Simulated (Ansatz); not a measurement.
Levels about the gap of amorphous In9Ga9Zn9O41Nb2 (70 atoms in a cell of 889 Å³, 5.77 g/cm³; zone centre alone, so wide bands show as single levels with stretches between that a denser mesh fills), at the geometry that PBE relaxed, where it gives 0.9 GPa on a denser mesh. The participation number counts the atoms over which a state spreads; weights are charges in smoothed Voronoi cells. The levels come from a single point, so bond lengths are those of that geometry. Method of the levels: PBE, scalar-relativistic without spin-orbit coupling (Ansatz, an electronic-structure program). Sampling: the zone centre alone; Fermi-Dirac width 0.02 eV; no spin polarisation. At PBE the levels at the filled edge of the gap are localised (band-tail or defect states).

A CHGNet melt-quench gave the starting glass, which DFT then relaxed. O atoms were pushed apart under 1.9 Å during the dynamics, to hinder bonds among them. The hot cell started wider than the set density and was brought back towards it in steps. It is the lowest in DFT energy of 2 quenches. It is a model cell: composition and starting density were chosen by hand, and all elements were melted together. No dispersion term was used. Its density started from a set value of 5.77 and ended at 5.77 g/cm³. The simulated quench (nominally 210 K/ps over its main leg) is rapid and tends to freeze in more defects than a deposited or slowly cooled glass has. One small periodic cell is one sample of the glass; other quenches scatter about these values. The volume was held where the preparation left it and the shape relaxed, at a PBE pressure of 0.9 GPa. Stress components on the final sampling reach 1.0 GPa.

| E - E(highest filled), eV | filling | participation number | largest on | weight O | weight Nb | weight In | weight Zn |
|---|---|---|---|---|---|---|---|
| -0.46 | filled | 15.3 | O, 3 neighbours | 0.84 | 0.00 | 0.02 | 0.12 |
| -0.42 | filled | 13.5 | O, 3 neighbours | 0.89 | 0.00 | 0.01 | 0.08 |
| -0.31 | filled | 11.8 | O, 3 neighbours | 0.86 | 0.01 | 0.02 | 0.10 |
| -0.23 | filled | 12.5 | O, 3 neighbours | 0.85 | 0.01 | 0.01 | 0.11 |
| -0.12 | filled | 14.8 | O, 3 neighbours | 0.83 | 0.01 | 0.02 | 0.14 |
| -0.09 | filled | 12.3 | O, 4 neighbours | 0.86 | 0.01 | 0.01 | 0.10 |
| 0.00 | filled | 4.8 | O, 3 neighbours | 0.84 | 0.01 | 0.01 | 0.14 |
| 1.08 | empty | 61.3 | In, 5 neighbours | 0.53 | 0.01 | 0.22 | 0.12 |
| 3.05 | empty | 8.0 | Nb, 6 neighbours | 0.42 | 0.35 | 0.13 | 0.03 |
| 3.21 | empty | 9.7 | Nb, 6 neighbours | 0.43 | 0.33 | 0.13 | 0.09 |
| 3.30 | empty | 4.0 | Nb, 6 neighbours | 0.37 | 0.49 | 0.06 | 0.03 |
| 3.45 | empty | 19.5 | Nb, 6 neighbours | 0.51 | 0.17 | 0.23 | 0.05 |
| 3.51 | empty | 14.0 | Nb, 6 neighbours | 0.44 | 0.33 | 0.11 | 0.06 |
| 3.63 | empty | 18.4 | Nb, 6 neighbours | 0.47 | 0.28 | 0.14 | 0.06 |

Most localised among these is the empty level at +3.30 eV, on a Nb atom, which has 6 neighbours (O 1.89 Å, O 1.96 Å, O 2.05 Å, O 2.06 Å, O 2.10 Å, O 2.11 Å).
